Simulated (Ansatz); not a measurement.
A computed series for ZnS: response to strain

Base system: ZnS in the zinc blende structure (space group F-43m, No. 216; a = 5.3566 Å).

Strains are applied to the cell and any free atomic positions relax.

Method: DFT with PBEsol, PAW potentials and a 420 eV plane-wave cutoff in Ansatz (a first-principles code), no spin-orbit coupling.

Candidates:
(a) isotropic strain +2.50 %
(b) isotropic strain −1.00 %
(c) isotropic strain +0.50 %
(d) isotropic strain +3.00 %
(e) isotropic strain −3.00 %

Notes on the quantities. energy relative to the base: free energy F.

Question: Order them by energy relative to the base, highest first.

Answer: (e) isotropic strain −3.00 % (+42 meV/atom), (d) isotropic strain +3.00 % (+35 meV/atom), (a) isotropic strain +2.50 % (+25 meV/atom), (b) isotropic strain −1.00 % (+4.4 meV/atom), (c) isotropic strain +0.50 % (+1.1 meV/atom)

Whether these cells are dynamically stable was not tested.
